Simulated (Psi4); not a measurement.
Psi4 1.11, TPSS/def2-svp: Mo(O)(F)(OMe)3 (C[O][Mo](=[O])([F])([O]C)[O]C), 18 atoms. The geometry is a generated start, not checked to be a minimum at this level.

- task: energy
- method: tpss
- basis: def2-svp
- memory: 3 GB
- maxiter: 100
- keys of the molecule block: symmetry c1
- scf_type: df (default)
- guess: auto, which took SAD (default)
- scf_initial_accelerator: adiis (default)
- e_convergence: 1e-06 (default)
- d_convergence: 1e-06 (default)
- dft_radial_points: 75 (default)
- dft_spherical_points: 302 (default)
- effective core potentials: those of the basis set, past Kr
- basis functions: 188
- grid points: 384288

```xyz
18

Mo    -0.0469     0.2231     0.4037
O     -0.0255     1.6011     1.3300
F     -0.9448    -0.8598     1.6475
O      1.3543    -0.7409     0.9010
C      1.9513    -1.5624     1.8504
H      2.3487    -2.4713     1.3788
H      2.7731    -1.0240     2.3389
H      1.1999    -1.8395     2.6048
O      0.7463     0.6892    -1.0797
C      1.2464     1.2804    -2.2272
H      1.3939     2.3545    -2.0490
H      2.2091     0.8248    -2.4998
H      0.5367     1.1438    -3.0576
O     -1.6246     0.2130    -0.4111
C     -3.0035     0.0686    -0.3065
H     -3.2565    -0.2332     0.7210
H     -3.4929     1.0252    -0.5355
H     -3.3649    -0.6926    -1.0098
```

Charge 0 and multiplicity 1 are set for this test and not shown to be the ground state.

One run each on 2 threads. Values of diis_max_vecs tried: 3, 6, 10 (default), 20.

Task: Predict the course of the SCF iterations along this series.

Result: Fewest SCF iterations, within one of each other: 10 (default) with 13, 20 with 13. The count rises to 16 at 6. The run ends without SCF convergence in 100 iterations at 3.

```json
[
 {"diis_max_vecs": "3", "SCF iterations": "100", "end": "no convergence"},
 {"diis_max_vecs": "6", "SCF iterations": "16", "end": "same solution"},
 {"diis_max_vecs": "10 (default)", "SCF iterations": "13", "end": "same solution"},
 {"diis_max_vecs": "20", "SCF iterations": "13", "end": "same solution"}
]
```
